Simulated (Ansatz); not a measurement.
Take LaRu₂P₂ (space group I4/mmm, No. 139; a = 4.0136 Å, c = 10.6018 Å; a cell from a computed database, its experimental status unchecked) as the base. Axes: x, y, z lie along a, b, c of the conventional cell.

Level of theory: PBEsol in Ansatz (plane waves to 420 eV, PAW, scalar-relativistic without spin-orbit coupling).

Base values:

```
Item                             Value
-----------------------------  -------
Shortest interatomic distance  2.317 Å
```

It is then changed as follows: a pure shear with ε_xz = ε_zx = -0.0077; the atoms relax in the strained cell.

Question: What does the calculation give for the energy relative to the base after the change?

Answer: The energy increases by 0.8 meV/atom.

Question: What does the calculation give for the shortest interatomic distance after the change?

Answer: The shortest interatomic distance decreases by 0.0023 Å, from 2.317 Å to 2.314 Å.

Without a gap, meshes like the base's 16×16×16 leave anisotropic stresses uncertain by several tenths of a GPa, and small strain energies with them. No phonon test of stability was made. All final runs are without spin polarisation. An odd electron count without spin: LaRu2P2.

Ansatz is a first-principles code.
